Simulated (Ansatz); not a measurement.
Take TiO2 in the rutile structure (space group P4_2/mnm, No. 136; a = 4.5481 Å, c = 2.9171 Å) as the base. Axes: x, y, z lie along a, b, c of the conventional cell.

Computed with plane-wave PAW DFT at the LDA level (Ansatz, a first-principles code, 420 eV), spin-orbit coupling left out.

It is then changed as follows: uniaxial strain ε_xx = +1.20 %, all other strain components held at zero; the atoms relax in the strained cell.

Q: Predict the stress tensor and what it implies for the stiffness.

A: Stress of the strained cell less that of the base (GPa, compression positive):
```
  -3.53    0.00    0.00
   0.00   -2.48    0.00
   0.00    0.00   -2.05
```

Then −Δσ_ii/ε with ε = 0.0120 gives relaxed-ion elastic constants: C11 ≈ 295 GPa, C12 ≈ 207 GPa and C13 ≈ 171 GPa.

Stability against distortions was not tested. All final runs are without spin polarisation.
